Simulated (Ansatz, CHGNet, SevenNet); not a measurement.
**BP (model structure, started from the rocksalt type, Fm-3m, No. 225, 2 atoms in the cell): lattice constant a by level of theory**

No measured value is used here.

```json
[
 {"level (code)": "CHGNet 0.3.0", "value (Å)": "4.335"},
 {"level (code)": "CHGNet-r²SCAN", "value (Å)": "4.371"},
 {"level (code)": "SevenNet-0", "value (Å)": "4.372"},
 {"level (code)": "LDA (Ansatz)", "value (Å)": "4.266"},
 {"level (code)": "PBE (Ansatz)", "value (Å)": "4.321"},
 {"level (code)": "PBEsol (Ansatz)", "value (Å)": "4.290"},
 {"level (code)": "PBE-D3(BJ) (Ansatz)", "value (Å)": "4.268"},
 {"level (code)": "r²SCAN (Ansatz)", "value (Å)": "4.321"},
 {"level (code)": "r²SCAN+rVV10 (Ansatz)", "value (Å)": "4.316"}
]
```

Cutoffs differ between the levels. Ansatz's density-functional and Hartree–Fock values are scalar-relativistic unless marked +SOC, with PAW data made under PBE.

Machine-learned potentials (CHGNet 0.3.0, CHGNet-r²SCAN, SevenNet-0) are trained on DFT data: a solid inside that data is no test of them.

A model structure was made by putting elements into a prototype or built by hand; it is no filed structure, need not be a known phase, and can be a saddle point held by its symmetry.

Ansatz is an electronic-structure program.
